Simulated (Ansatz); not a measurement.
An Ansatz (an electronic-structure program) run: a single point on WS2 with a change (W → Mo), its geometry relaxed with PBEsol-D3(BJ); Ansatz HSE06, no spin-orbit coupling.

Input:

Ansatz 0.2 input:
```yaml
crystal:
  lattice:
    - [3.1088796011, 0, 0]
    - [-1.5544398005, 2.6923687118, 0]
    - [0, 0, 11.7087730402]
  atoms:
    - { symbol: Mo, position: [0.3333333333, 0.6666666667, 0.25] }
    - { symbol: Mo, position: [0.6666666667, 0.3333333333, 0.75] }
    - { symbol: S, position: [0.3333333333, 0.6666666667, 0.6164875786] }
    - { symbol: S, position: [0.6666666667, 0.3333333333, 0.1164875786] }
    - { symbol: S, position: [0.6666666667, 0.3333333333, 0.3835124214] }
    - { symbol: S, position: [0.3333333333, 0.6666666667, 0.8835124214] }
basis: { ecutwfc: 420, ecutrho_ratio: 4, xc_grid: 2, fft_grid_basis: typed }
kpoints: { mp_grid: { grid: [8, 8, 2] } }
hamiltonian:
  xc: hse06
  dispersion: none
  pseudopotentials: { kind: paw }
scf: { occupations: { method: fermi_dirac, width: 0.01 } }
output: { eigenvalues: true, eigenstates: { kpoints: [[0, 0, 0], [0.185185, 0.185185, 0], [0.333333, 0.333333, 0], [0.333333, 0.333333, 0.5], [0.5, 0, 0]] } }
```

Output (explanatory and most iteration lines left out):

```
Pseudopotential: Mo, paw, valence charge 14
Pseudopotential: S, paw, valence charge 6
Crystal: 6 atoms, lattice volume = 98.005 Å³
Basis set: ecut = 420 eV, 1887 PW (Γ), exchange–correlation on 48×48×160 points (8 copies of the dense FFT grid, shifted against one another)
Bands: 32, of which v1, the nominal top of the filled ones, is band 26 counted from 1 (25 counted from 0)
Symmetry: 24 space group operations
Space group: P63/mmc (ITA 194), of the structure as read, at distance tolerance 4.6e-5 Å
k-points: 20 of 128
Functional: x = pbe(κ = 0.804, μ = 0.2195149727645171), c = pbe(β = 0.06672455060314922), warm-up for x = pbe(κ = 0.804, μ = 0.2195149727645171) + 0.25 (exact …
SCF iter   1: F=—  HF=-13525.223461 eV  |F-HF|=—  |Δ(HF+E_count)|=         —  Δρ=6.21e-3  dr2=1.48e-2  ethr=1.77e-3  ⟨swp⟩=5.8  Hψ=2655  notcnv=0
SCF iter   2: F=—  HF=-13525.231038 eV  |F-HF|=—  |Δ(HF+E_count)|=   7.58e-3  Δρ=3.13e-3  dr2=2.26e-3  ethr=2.85e-5  ⟨swp⟩=4.3  Hψ=1675  notcnv=0  defer=6
SCF 1 stopped early in 4 iterations: F = -13525.235090 eV  dr2 = 1.39e-5
Crystal: 6 atoms, lattice volume = 98.005 Å³
Functional: x = pbe(κ = 0.804, μ = 0.2195149727645171) + 0.25 (exact − pbe) at short range (hse, ω = 0.20786987370883472 Å⁻¹), c = pbe(β = 0.06672455060314922); HSE06 as pw.x's `hse` composes it (authors' and Libxc's form: `xc: wpbeh`)
SCF iter   1: F=—  HF=-13531.422843 eV  |F-HF|=—  |Δ(HF+E_count)|=         —  Δρ=1.14e-2  dr2=2.47e-1  ethr=2.67e-7  ⟨swp⟩=7.4  Hψ=3466  notcnv=0
SCF iter   2: F=—  HF=-13531.465240 eV  |F-HF|=—  |Δ(HF+E_count)|=   4.24e-2  Δρ=1.32e-2  dr2=5.73e-1  ethr=2.67e-7  ⟨swp⟩=6.7  Hψ=3167  notcnv=0  recentre
SCF 2 stopped early in 7 iterations: F = -13531.386511 eV  dr2 = 5.74e-6
Crystal: 6 atoms, lattice volume = 98.005 Å³
SCF iter   1: F=—  HF=-13531.386492 eV  |F-HF|=—  |Δ(HF+E_count)|=         —  Δρ=5.65e-5  dr2=1.39e-6  ethr=2.62e-7  ⟨swp⟩=4.2  Hψ=1671  notcnv=0
SCF iter   2: F=—  HF=-13531.386492 eV  |F-HF|=—  |Δ(HF+E_count)|=   2.78e-7  Δρ=1.81e-5  dr2=2.64e-7  ethr=1.18e-10  ⟨swp⟩=2.2  Hψ=2689  notcnv=0
SCF 3 converged in 4 iterations: F = -13531.386494 eV  dr2 = 3.99e-8
Free energy (F): -13531.386495 eV
Internal energy: -13531.386495 eV  (E = F + TS)
E sigma→0 (E₀):  -13531.386495 eV
Fermi energy:    12.836064 eV
```

Single points use the geometry relaxed with PBEsol-D3(BJ). The hybrid gap comes from the SCF mesh plus the semilocal run's edge points and a few special points and is an upper bound. No phonon test of stability was made. The cell was made from WS2 by this change: W → Mo.
